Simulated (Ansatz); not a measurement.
Base system: BaF₂ (space group P6_3/mmc, No. 194; a = 4.358 Å, c = 5.996 Å; a cell from a computed database, its experimental status unchecked). Axes: x lies along a and z along c of the hexagonal cell.

It is then changed as follows: the symmetric strain tensor [-0.0036 0.0069 0.0123; 0.0069 -0.0023 0.0039; 0.0123 0.0039 0.0020]; the atoms relax in the strained cell.

Levels (all Ansatz, a program for electronic structure, PAW): PBEsol (420 eV, no SOC); r2SCAN (500 eV, no SOC); HSE06 (420 eV, without spin-orbit coupling).

At the geometry relaxed with PBEsol, these levels gave the following band gaps, in shuffled order: (a) 8.18 eV, (b) 6.04 eV, (c) 6.83 eV.

Q: Match each gap to its level.

A: (a) HSE06; (b) PBEsol; (c) r2SCAN.

Single points use the geometry relaxed with PBEsol. HSE06 was sampled on its mesh, a few special points and the semilocal edge points, so its gap is an upper bound. Stability against distortions was not tested.
